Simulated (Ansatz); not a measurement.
Ansatz (a quantum-chemistry and plane-wave program) run on Cu2SnHgO4 (I-4, 8 atoms in the cell): self-consistent single point.

Level of theory: PBE (plane waves, PAW; Ansatz).

```
Cu2SnHgO4
1.0
   -2.30999     2.30999     4.62723
    2.30999    -2.30999     4.62723
    2.30999     2.30999    -4.62723
Cu Hg Sn O
2 1 1 4
Direct
  0.00000   0.00000   0.00000
  0.75000   0.25000   0.50000
  0.25000   0.75000   0.50000
  0.50000   0.50000   0.00000
  0.62900   0.62800   0.51300
  0.11500   0.11600   0.48700
  0.37200   0.88500   0.00100
  0.88400   0.37100   0.99900
```

Reference input (self-consistent single point, DFT, PBE, plane waves, default PAW files): kpoints.mp_grid.grid = 8 8 8; hamiltonian.xc = pbe; hamiltonian.pseudopotentials = {kind: paw} (the program's default PAW files); scf.occupations.method = fermi_dirac; scf.occupations.width = 0.136 eV. This run's input differs from it in these lines:

Ansatz 0.2 input:
```diff
@@ -20,3 +20,3 @@
 scf:
-  occupations: { method: fermi_dirac, width: 0.136 }
+  occupations: { method: fermi_dirac, width: 0.3 }
 output:
```

Log, with long lists cut:

```
SCF iter   1: F=—  HF=-35350.446597 eV  |F-HF|=—  |Δ(HF+E_count)|=         —  Δρ=4.04e-2  dr2=1.43e0  ethr=1.77e-3  ⟨swp⟩=6.5  Hψ=18837  notcnv=0  defer=15
all-band conjugate gradients solve this SCF's bands
preconditioner: auto → LDOS
SCF iter   2: F=—  HF=-35350.315008 eV  |F-HF|=—  |Δ(HF+E_count)|=   1.32e-1  Δρ=9.29e-3  dr2=8.97e-2  ethr=1.49e-3  ⟨swp⟩=1.0  Hψ=5617  notcnv=0  defer=22
   [... lines left out ...]
SCF iter   6: F=—  HF=-35350.307286 eV  |F-HF|=—  |Δ(HF+E_count)|=   5.09e-5  Δρ=1.22e-4  dr2=1.18e-5  ethr=3.55e-7  ⟨swp⟩=2.3  Hψ=6898  notcnv=0  defer=22
SCF iter   7: F=—  HF=-35350.307291 eV  |F-HF|=—  |Δ(HF+E_count)|=   5.37e-6  Δρ=2.93e-5  dr2=6.31e-7  ethr=1.23e-8  ⟨swp⟩=2.3  Hψ=7473  notcnv=0  defer=22
SCF iter   8: F=—  HF=-35350.307291 eV  |F-HF|=—  |Δ(HF+E_count)|=   9.27e-8  Δρ=1.35e-5  dr2=1.37e-7  ethr=1.04e-10  ⟨swp⟩=8.6  Hψ=21081  notcnv=0
SCF iter   9: F=-35350.307291 eV  HF=-35350.307291 eV  |F-HF|=5.50e-9  |Δ(HF+E_count)|=  6.55e-10  Δρ=3.16e-6  dr2=8.90e-9  ethr=1.04e-10  ⟨swp⟩=3.1  Hψ=12642  notcnv=0
SCF 1 converged in 9 iterations: F = -35350.307291 eV  dr2 = 8.90e-9
Free energy (F): -35350.307291 eV
Internal energy: -35349.297744 eV  (E = F + TS)
E sigma→0 (E₀):  -35349.802518 eV
Entropy (-TS):   -1.009547 eV (-126.193 meV/atom)
Fermi energy:    13.310091 eV
--- Forces (eV/Å), atoms counted from 1 ---
  atom   1  Cu    -0.00000000    -0.00000000     0.00000000
  atom   2  Cu    -0.00000000    -0.00000000     0.00000000
  atom   3  Hg    -0.00000000    -0.00000000     0.00000000
  atom   4  Sn     0.00000000     0.00000000     0.00000000
  atom   5  O     -2.42664427     2.13073082     2.38642215
  atom   6  O      2.42664427    -2.13073082     2.38642215
  atom   7  O      2.13073082     2.42664427    -2.38642215
  atom   8  O     -2.13073082    -2.42664427    -2.38642215
--- Stress (GPa, compression-positive) ---
       32.530961       0.000000      -0.000000
       -0.000000      32.530961      -0.000000
       -0.000000      -0.000000      32.326659
  P = ⅓ Tr σ = 32.4629 GPa (324.629 kbar)
  The stress holds the Pulay correction. Without it, at fixed plane waves, as pw.x and ABINIT print it: P = 31.8516 GPa
```

The run converged in 9 iterations. Against the reference run the free energy goes down by 53.0 meV/atom, the pressure goes from 31.54 to 32.46 GPa and the largest force goes from 4.126 to 4.015 eV/Å.

The starting cell was generated: these elements placed on a structure prototype, without a prior relaxation; it need not be a known phase or ordering of this composition. Spin-orbit coupling is off. Spin polarisation is off, so a magnetic state, if there is one, cannot be reached. With a pressure of about 32 GPa the cell is away from its equilibrium volume at this level. Forces in this geometry exceed 1 eV/Å. Ansatz's pressure includes its estimate of the finite-basis (Pulay) stress. Without the estimate this run gives 31.85 GPa. The run gives no clean gap (levels at the Fermi energy touch, overlap or are partly filled at this smearing), which alone does not show that the compound is a metal.
